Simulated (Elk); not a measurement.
A self-consistent single point of CdS (F-43m, 2 atoms in the cell) with Elk.

Level of theory: PBE, all-electron FP-LAPW, Elk's shipped species files, APW+lo basis with extra local orbitals (Elk).

The change in words: lattice scaled by 0.98. Reference geometry:
```
CdS
1.0
    0.00000     2.88351     2.88351
    2.88351     0.00000     2.88351
    2.88351     2.88351     0.00000
Cd S
1 1
Direct
  0.00000   0.00000   0.00000
  0.25000   0.25000   0.25000
```

Reference input (self-consistent single point, DFT, PBE, all-electron FP-LAPW, Elk's shipped species files, APW+lo basis with extra local orbitals): xctype = 20; rgkmax = 7.5; stype = 0; swidth = 0.0001 Ha; ngridk = 10 10 10; gmaxvr = 16 1/bohr; nxlo = 2; lorbcnd = true; rmtscf = 0.92; lmaxi = 2; maxscl = 100. This run's input differs from it in these lines:

```diff
@@ -34,3 +34,3 @@
 scale
-  7.70610416
+  7.551982451
```

Output, abridged:

```
│ Self-consistent loop started │
│ Loop number : 1 │
 total energy                :     -5998.06389976
│ Loop number : 2 │
 total energy                :     -5998.13985871
RMS change in Kohn-Sham potential (target) :   0.3351960676     (  0.1000000000E-05)
Absolute change in total energy (target)   :   0.7595894492E-01 (  0.1000000000E-03)
│ Loop number : 3 │
 total energy                :     -5997.91712039
RMS change in Kohn-Sham potential (target) :   0.3201647981     (  0.1000000000E-05)
Absolute change in total energy (target)   :   0.2037485770     (  0.1000000000E-03)
│ Loop number : 4 │
   [... lines left out ...]
Absolute change in total energy (target)   :   0.8563562933E-03 (  0.1000000000E-03)
│ Loop number : 13 │
 total energy                :     -5995.38963459
RMS change in Kohn-Sham potential (target) :   0.7623414547E-06 (  0.1000000000E-05)
Absolute change in total energy (target)   :   0.2444911242E-03 (  0.1000000000E-03)
│ Loop number : 14 │
 total energy                :     -5995.38960075
RMS change in Kohn-Sham potential (target) :   0.1068800235E-06 (  0.1000000000E-05)
Absolute change in total energy (target)   :   0.9495557060E-04 (  0.1000000000E-03)
Convergence targets achieved

│ Loop number : 15 │

Energies :
 Fermi                       :     0.160343557639
 total energy                :     -5995.38960069

Density of states at Fermi energy :   0.8022320936E-05
 (states/Hartree/unit cell)

Estimated indirect band gap :   0.4713424429E-01
 from k-point      1 to k-point      1
Estimated direct band gap   :   0.4713424429E-01
 at k-point      1

Charges :
 core                        :    40.00000000
 valence                     :    24.00000000
 interstitial                :    3.676032034
 muffin-tins (core leakage)
  species :    1 (Cd)
   atom    1                 :    46.29627767     (  0.7564769089E-03)
  species :    2 (S)
   atom    1                 :    14.02769029     (  0.2252130371E-03)
 total in muffin-tins        :    60.32396797
 total calculated charge     :    63.99619264
 total charge                :    64.00000000
 error                       :   0.3807359726E-02

│ Self-consistent loop stopped │
```

The run converged in 15 iterations. The count includes the last loop, which Elk runs after its targets are met. Against the reference run the total energy goes up by 70.9 meV/atom and the gap on the mesh goes from 1.157 to 1.283 eV.

The starting cell comes from a database of computed structures (which also holds hypothetical and non-ambient phases and stackings), without a prior relaxation at this level. Its lattice was rescaled by a random factor within 2.5 % of one. For this run, on top of that: lattice scaled by 0.98. Values depend on the basis (sphere radii, cutoffs, local orbitals), which need not be converged.

Cost on one core of a shared machine: roughly 80 s.
